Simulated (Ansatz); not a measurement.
# InSb under a change: biaxial strain −2.49 %, plane normal [001], relaxed out of plane

Consider InSb in the rock salt structure (space group Fm-3m, No. 225; a = 6.035 Å; a model cell, its experimental status unchecked). Axes: x, y, z lie along the cube axes.

Now apply this change: biaxial strain −2.49 %, plane normal [001], relaxed out of plane (Cartesian); in-plane vectors clamped, the third vector and the atoms free.

All numbers come from DFT with PBEsol, PAW potentials and a 420 eV plane-wave cutoff in Ansatz (a program for electronic structure), without spin-orbit coupling. k-mesh 13×13×13 (Γ-centred); smearing 0.05 eV (Fermi–Dirac).

```csv
quantity,base,changed,shift
volume per atom,27.47 Å³,26.39 Å³,-1.08 Å³
energy relative to the base (free energy F),0 meV/atom,+16 meV/atom,+16 meV/atom
band gap,zero,zero,–
out-of-plane strain (rough),–,+1.04 %,–
mean in-plane stress (compression positive) (rough),–,+4.0 GPa,–
```

Without a gap, meshes like the base's 13×13×13 leave anisotropic stresses uncertain by several tenths of a GPa, and small strain energies with them. No phonon test of stability was made. All final runs are without spin polarisation. This is not the structure that InSb has at room temperature and ambient pressure.
